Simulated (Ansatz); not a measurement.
# InAs: isotropic strain +0.50 %

Consider InAs in the zinc blende structure (space group F-43m, No. 216; a = 6.110 Å).

One thing is altered: the cell is scaled by 1.0050 in all directions, atoms relaxed at fixed cell.

Level of theory: Kohn–Sham DFT with the r2SCAN functional, run in Ansatz (an electronic-structure program) with PAW and 500 eV plane waves, no SOC. k-mesh 9×9×9 (Γ-centred); smearing 0.05 eV (Fermi–Dirac).

Volume per atom: 28.94 Å³ (base 28.51 Å³)
Space group: F-43m (No. 216) (base F-43m (No. 216))
Shortest interatomic distance: 2.659 Å (base 2.646 Å)
Energy relative to the base (free energy F): +1.1 meV/atom
Pressure: -0.8 GPa (base 0.0 GPa)
Band gap: zero (base 0.08 eV)

Cost of the whole job for the changed cell (relaxation, final SCF and bands): roughly 29 core-seconds.

Whether these cells are dynamically stable was not tested. The final runs are not spin-polarised. The zero or small gap of InAs can change with the level of theory.
